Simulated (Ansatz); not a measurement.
The reference is CdSe in the zinc blende structure (space group F-43m, No. 216).

```
CELL_PARAMETERS angstrom
      0.00000     3.04079     3.04079
      3.04079     0.00000     3.04079
      3.04079     3.04079     0.00000
ATOMIC_POSITIONS crystal
  Cd 0.00000 0.00000 0.00000
  Se 0.25000 0.25000 0.25000
```

Cartesian axes are those of the cell as printed.

Computed with PBEsol/PAW in Ansatz (a program for electronic structure), scalar-relativistic without spin-orbit coupling.

For the base:

```
Item                                    Result
-----------------------------  ---------------
Electron mass                  0.049 mₑ (at Γ)
Shortest interatomic distance          2.633 Å
```

The change: the cell is compressed by 1.50 % along z with no lateral relaxation, atoms relaxed at fixed cell.

Question: Estimate the effect on the stress.

Answer: The stress (xx, yy, zz, yz, xz, xy; compression positive) comes out as (0.73, 0.73, 0.98, 0.00, 0.00, 0.00) GPa.

Question: Predict the new electron mass.

Answer: The electron mass becomes 0.049 mₑ along z, 0.052 mₑ across (at Γ) (base: 0.049 mₑ (at Γ)).

Question: How does this affect the energy relative to the base?

Answer: The energy increases by 1.3 meV/atom.

Question: Predict the new shortest interatomic distance.

Answer: The shortest interatomic distance drops by 0.013 Å to 2.620 Å.

The levels and masses belong to the bands next to the band gap. The cells carry an imposed strain or load. Effective masses come from finite differences of ±0.01 Å⁻¹. Whether these cells are dynamically stable was not tested.
